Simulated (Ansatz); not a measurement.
Start from Sc in the hcp (Mg type) structure (space group P6_3/mmc, No. 194; a = 3.2754 Å, c = 5.1051 Å; relaxed with 0.1 eV smearing). Axes: x lies along a and z along c of the hexagonal cell.

All numbers come from DFT with PBEsol, PAW potentials and a 420 eV plane-wave cutoff in Ansatz (an electronic-structure program), scalar-relativistic without spin-orbit coupling.

Strains are applied to the cell and any free atomic positions relax.

One change was made to it. Results:

The largest internal atomic displacement is 0.019 Å; the energy rises by 6.5 meV/atom.

### Question
Which change produced these results?
A. uniaxial strain ε_xx = +3.00 %
B. uniaxial strain ε_xx = +2.50 %
C. uniaxial strain ε_xx = −2.00 %

### Answer
A, uniaxial strain ε_xx = +3.00 %. For comparison, the energy relative to the base in the other runs: uniaxial strain ε_xx = −2.00 % gives +3.2 meV/atom; uniaxial strain ε_xx = +2.50 % gives +4.6 meV/atom.

Stability against distortions was not tested. All final runs are without spin polarisation.
